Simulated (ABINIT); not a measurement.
Band structure of ZrN (Fm-3m, 2 atoms in the cell).

```yaml
crystal:
  lattice:
    - [0.00000, 2.29427, 2.29427]
    - [2.29427, 0.00000, 2.29427]
    - [2.29427, 2.29427, 0.00000]
  atoms:
    - { symbol: Zr, position: [0.50000, 0.50000, 0.50000] }
    - { symbol: N, position: [0.00000, 0.00000, 0.00000] }
```

Level of theory: LDA (PW92), PAW (JTH v2.0 LDA PAW) (plane waves; ABINIT 10.0.3).

Settings: pseudos = [Zr.LDA_PW-JTH.xml, N.LDA_PW-JTH.xml]; ecut = 52 Ry; pawecutdg = 104 Ry; pawxcdev = 0; occopt = 3; tsmear = 0.00499791 Ha; ngkpt = 10 10 10; nshiftk = 1; shiftk = 0 0 0; potentials = JTH v2.0 LDA PAW; kptopt = 1; nstep = 50; tolvrs1 = 1e-12.

The starting cell comes from a database of computed structures (which also holds hypothetical and non-ambient phases and stackings), without a prior relaxation at this level.

Levels in eV from the Fermi level, bands 5 to 12:
```
point       5      6      7      8      9     10     11    12
-----  ------  -----  -----  -----  -----  -----  -----  ----
Γ      -16.07  -2.66  -2.66  -2.66  -0.45  -0.45  -0.45  1.53
X      -15.51  -4.55  -3.52  -3.16  -3.16   3.33   4.52  4.52
W      -14.90  -5.45  -4.74  -4.74   0.99   0.99   4.53  4.64
K      -14.94  -5.51  -4.73  -4.46  -0.74   3.38   3.65  5.18
L      -13.81  -7.68  -5.70  -5.70   2.99   3.06   3.06  4.74
U      -14.94  -5.51  -4.73  -4.46  -0.74   3.38   3.65  5.18
```

Bands cross the Fermi level along this path, so the cell is metallic at this level.
